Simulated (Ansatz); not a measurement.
# Ti vacancy + Al on the Ti site in rock-salt TiN

Calculation: PBE, PAW (plane waves to 420 eV; Ansatz, a quantum-chemistry and plane-wave program). Set-up: 64-site cell; 4×4×4 shifted k-points; start: the Ti site; Ti 3.00 Å away; no Hubbard U; finite-size errors of tenths of an eV; the relaxation kept the symmetry of the starting site; relaxed from one start, so a lower configuration may exist.

Neighbours after relaxation, in Å: of the emptied site: N 2.16, N 2.16, N 2.16, N 2.16, N 2.18, N 2.18; of the Al atom: N 2.01, N 2.01, N 2.06, N 2.06, N 2.13, N 2.13.

Formation energies E_f are those of the neutral cell. Chemical conditions: N-rich (Δμ(Ti) = -3.43 eV, Δμ(Al) = -2.74 eV, bounded by wurtzite AlN; only phases computed here count, gases as isolated molecules at 0 K); Ti-rich (Δμ(Ti) = 0.00 eV, Δμ(Al) = -1.26 eV, bounded by Ti2AlN (P6_3/mmc); only phases computed here count, gases as isolated molecules at 0 K). Reference phases: Al: fcc Al, Ti: hcp Ti.

```json
[
 {"charge": "0", "moment (μB)": "not spin-polarised", "point group": "C2v", "largest move off a lattice site (Å)": "0.10", "E_f, N-rich (eV)": "0.98", "E_f, Ti-rich (eV)": "6.35"}
]
```

Point groups are those of the whole cell at tolerances of 0.03 and 0.1 Å ("near" where only the looser one holds); none is given for unsettled states.

All states together cost roughly 29 core-minutes.
